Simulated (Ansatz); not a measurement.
LiH (model structure, started from the wurtzite type, P6₃/mmc, No. 194, 4 atoms in the cell), treated with LDA (PAW; Ansatz, an electronic-structure program).

Settings: plane-wave cutoff 520 eV, 12×12×8 k mesh (along the axes of the cell as run), Fermi–Dirac smearing 0.01 eV, scalar-relativistic PAW data made under PBE.

Computed at the level's own relaxed cell.

```
LiH
1.0
    3.17765     0.00000     0.00000
   -1.58883     2.75193     0.00000
    0.00000     0.00000     3.96639
Li H
2 2
Direct
  0.66667   0.33333   0.06259
  0.33333   0.66667   0.56259
  0.66667   0.33333   0.56261
  0.33333   0.66667   0.06261
```

### Question
List the 3 lowest band energies at Γ above −25 eV (eV, relative to the valence band maximum), grouping those that round alike.

### Answer
At Γ: -5.66, 0.00, 2.61.

Note: the relaxation could raise the start's symmetry but not lower it, so the cell can be a saddle point.

A model structure was made by putting elements into a prototype or built by hand; it is no filed structure, need not be a known phase, and can be a saddle point held by its symmetry.
